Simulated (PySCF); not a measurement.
PySCF 2.14.0, B3LYP/def2-tzvp, df: Si(H)(F)2(Cl) (F[SiH](F)Cl), 5 atoms. The geometry is a generated start, not checked to be a minimum at this level.

```yaml
task: energy
method: b3lyp
basis: def2-tzvp
two_electron_scheme: density fitting
mol.max_memory: 3000 MB
mf.max_cycle: 100
mf.conv_tol: 1e-09 (default)
mf.grids.level: 3 (default)
basis_functions: 142
grid_points: 76392
```

```xyz
5

Si    -0.0263    -0.0052     0.0933
F     -0.8081    -1.1828    -0.6411
F     -0.6748     1.2838    -0.5843
Cl     1.8959    -0.0815    -0.3503
H     -0.3867    -0.0143     1.4825
```

With the defaults (mf.DIIS = CDIIS, mf.diis = true, mf.init_guess = minao, mf.diis_damp = 0, mf.damp = 0, mf.diis_start_cycle = 1, mf.diis_space = 8, mf.level_shift = 0) it converges in 11 Fock builds. One run each on 2 threads, 1 BLAS thread, with these changes:
- mf.damp = 0.7, mf.diis_start_cycle = 8
- mf.diis_damp = 0.3
- mf.DIIS = ADIIS
- mf.diis_space = 20
- mf.diis = false
- mf.level_shift = 0.1 Hartree
- mf.DIIS = EDIIS
- mf.init_guess = atom
- mf.init_guess = mod_huckel

Problem. Name the settings that don't reach the solution of the defaults.

Solution. No convergence: mf.DIIS = EDIIS; mf.diis = false (the run ends without SCF convergence in 100 cycles). The rest reach the solution of the defaults.

```csv
setting,Fock builds,end
the defaults,11,same solution
mf.init_guess = atom,11,same solution
mf.diis_damp = 0.3,11,same solution
mf.diis_space = 20,11,same solution
mf.level_shift = 0.1 Hartree,11,same solution
mf.init_guess = mod_huckel,13,same solution
"mf.damp = 0.7, mf.diis_start_cycle = 8",15,same solution
mf.DIIS = ADIIS,16,same solution
mf.DIIS = EDIIS,101,no convergence
mf.diis = false,101,no convergence
```
